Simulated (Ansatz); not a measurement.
# Pressure series in KZnF3

The reference is KZnF$_{3}$ in the cubic perovskite structure (space group Pm-3m, No. 221; a = 4.127 Å).

Cell and atoms are relaxed at each pressure.

Calculations: PBE/PAW in Ansatz (a quantum-chemistry and plane-wave program), no spin-orbit coupling.

Candidates:
(a) pressure 3 GPa
(b) pressure −1 GPa
(c) pressure 5 GPa
(d) pressure 0.3 GPa
(e) pressure 1.5 GPa

For the base:

| Property | Value |
|---|---|
| Width of the top valence band | 1.51 eV |

### Question
Order them by width of the top valence band, highest first.

### Answer
(c) pressure 5 GPa (1.85 eV), (a) pressure 3 GPa (1.72 eV), (e) pressure 1.5 GPa (1.62 eV), (d) pressure 0.3 GPa (1.53 eV), (b) pressure −1 GPa (1.43 eV)

The levels and masses belong to the bands next to the band gap. Load acts through the strain it causes; cell and atoms are relaxed under it. Whether these cells are dynamically stable was not tested. Competing high-pressure phases were not computed. Many cubic perovskites are stable only at high temperature; tilts and polar distortions were not tested.
